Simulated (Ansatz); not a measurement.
# MoS2 under a change: uniaxial strain ε_zz = +3.00 %

Take MoS2 (space group P6_3/mmc, No. 194; a = 3.1090 Å, c = 11.7090 Å; layered, stacked along the Cartesian z axis) as the base. Axes: x lies along a and z along c of the hexagonal cell.

It is then changed as follows: the cell is stretched by 3.00 % along z with no lateral relaxation, atoms relaxed at fixed cell.

Calculations: PBEsol-D3(BJ), PAW, 420 eV (Ansatz, a quantum-chemistry and plane-wave program; no SOC). Γ-centred 12×12×3 mesh, Fermi–Dirac width 0.05 eV.

```csv
quantity,base,changed,shift
volume per atom,16.34 Å³,16.83 Å³,+0.49 Å³
space group,P6_3/mmc (No. 194),P6_3/mmc (No. 194),–
shortest interatomic distance,2.380 Å,2.383 Å,+0.003 Å
energy relative to the base (free energy F),0 meV/atom,+3.8 meV/atom,+3.8 meV/atom
"pressure (mean of the normal stresses, compression positive)",0.00 GPa,-0.97 GPa,-0.97 GPa
band gap,0.52 eV,0.72 eV,+0.20 eV
gap character,"indirect, Γ → K–Γ (44 % along)","indirect, Γ → K–Γ (44 % along)",–
width of the top valence band,1.88 eV,1.74 eV,-0.14 eV
"valence-band top at Γ (three highest levels, from the VBM)","0.00, -0.96, -1.60 eV","0.00, -1.12, -1.44 eV",–
largest internal atomic displacement,–,0.042 Å,–
"stress (xx, yy, zz, yz, xz, xy; compression positive)",–,"(-0.36, -0.36, -2.21, 0.00, 0.00, 0.00) GPa",–
```

Whether these cells are dynamically stable was not tested.
